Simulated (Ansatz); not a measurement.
## rock-salt TaN (0 0 1) on zinc-blende InP (0 0 1) (film strained to the substrate, faces as cut)

A periodic stack without vacuum, rock-salt TaN (0 0 1) on zinc-blende InP (0 0 1) (film strained to the substrate, faces as cut): substrate slab In5P6, film N12Ta12, surface cells [[1, 0], [1, 1]] and [[0, -1], [2, 1]], film strained by -4.6 and -4.6 %, faces P/P and NTa/NTa as cut (like faces can put a slab off its formula).

The start was prepared with a machine-learned potential, and the result is one local minimum, with the in-plane cell held and forces under 0.04 eV/Å; the film can end far from its bulk form.

All values below come from PBE (plane waves to 420 eV, PAW; Ansatz, a first-principles code). No spin–orbit coupling; the runs are not spin-polarised; PBE gaps are too small against experiment. Its k-point mesh 7×7×1, Fermi–Dirac width 0.05 eV.

The interface area is 17.8 Å² and the period is 31.85 Å. The gaps between the outermost planes at the two interfaces is 1.92 and 1.92 Å. The P–Ta contacts across the interfaces within 1.22 times the sum of covalent radii comes out as 6, mean 2.79 Å. The In–Ta contacts across the interfaces within 1.22 times the sum of covalent radii is 2, mean 3.61 Å and the estimate of the barrier comes out as withheld, since the Fermi level falls at or inside a band of the host, which a slab this thin can't settle.

```
CELL_PARAMETERS angstrom
      4.21439    -0.00009     0.02217
      0.00059     4.21293    -0.11015
      1.20888    -2.57223    31.93286
ATOMIC_POSITIONS crystal
  In 0.88258 0.07513 0.18565
  In 0.41274 0.46436 0.09232
  In 0.82350 0.22717 0.37270
  In 0.35185 0.64979 0.27918
  In 0.26007 0.80362 0.46604
  P  0.89761 0.53679 0.13873
  P  0.42583 0.93114 0.04429
  P  0.83661 0.68916 0.32596
  P  0.36734 0.11178 0.23240
  P  0.75003 0.84485 0.51408
  P  0.30801 0.26596 0.41961
  N  0.04592 0.95279 0.64542
  N  0.55378 0.45118 0.64322
  N  0.56331 0.91123 0.59397
  N  0.07971 0.40547 0.58696
  N  0.00158 0.08319 0.80551
  N  0.50178 0.58346 0.80624
  N  0.51908 0.03976 0.75218
  N  0.01917 0.54062 0.75268
  N  0.94835 0.22493 0.97139
  N  0.45047 0.70503 0.96437
  N  0.46735 0.16273 0.91293
  N  0.96649 0.67154 0.91506
  Ta 0.54265 0.96661 0.66248
  Ta 0.04399 0.46603 0.66167
  Ta 0.08401 0.89840 0.57802
  Ta 0.57698 0.39512 0.57428
  Ta 0.49600 0.09660 0.82277
  Ta 0.99618 0.59752 0.82272
  Ta 0.02424 0.02664 0.73565
  Ta 0.52523 0.52628 0.73547
  Ta 0.44532 0.23355 0.98034
  Ta 0.94415 0.72849 0.98400
  Ta 0.97254 0.15300 0.89662
  Ta 0.47285 0.65123 0.89586
```
